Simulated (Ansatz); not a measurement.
ZnO (P6_3mc) under biaxial stress in the c plane (compression positive): hole mass along x by PBE with spin-orbit coupling, rigid bands (plane waves, PAW; Ansatz, an electronic-structure program). The unloaded cell, whose axes the loads refer to:

Space group P6₃mc (No. 186); a = b = 3.2299 Å, c = 5.2147 Å, α = β = 90.00°, γ = 120.00°

```
atom  site  symmetry       x       y       z
----  ----  --------  ------  ------  ------
Zn      2b       3m.  0.6667  0.3333  0.4980
O       2b       3m.  0.3333  0.6667  0.3770
```

```
biaxial stress in the c plane (compression positive) (GPa)  volume per atom (Å³)  hole mass along x (mₑ)
----------------------------------------------------------  --------------------  ----------------------
-8.8                                                                       12.22                    1.71
-6.6                                                                       12.12                       ?
0                                                                          11.78                    1.86
2.2                                                                        11.66                    1.88
4.4                                                                        11.54                    1.91
6.6                                                                        11.41                    1.95
```

Q: Fit a straight line to ln(hole mass along x) against the load over the rows given, and predict the row at -6.6 GPa.

A: The means are x̄ = 0.880 GPa and ȳ = 0.6207; Σ(x − x̄)(y − ȳ) = 1.192 and Σ(x − x̄)² = 141.3, so the slope is 0.843 % per GPa, and the rows given lie within 0.73 % of the line. At -6.6 GPa the line gives 1.75 mₑ; the calculation gives 1.78 mₑ, 1.9 % from it.

Masses are for dilute carriers at 300 K, harmonic means over directions unless an axis is named. Stresses and pressures are the targets of the relaxation. The structure type is held at every load. Geometry: cell and atoms relaxed with PBEsol.
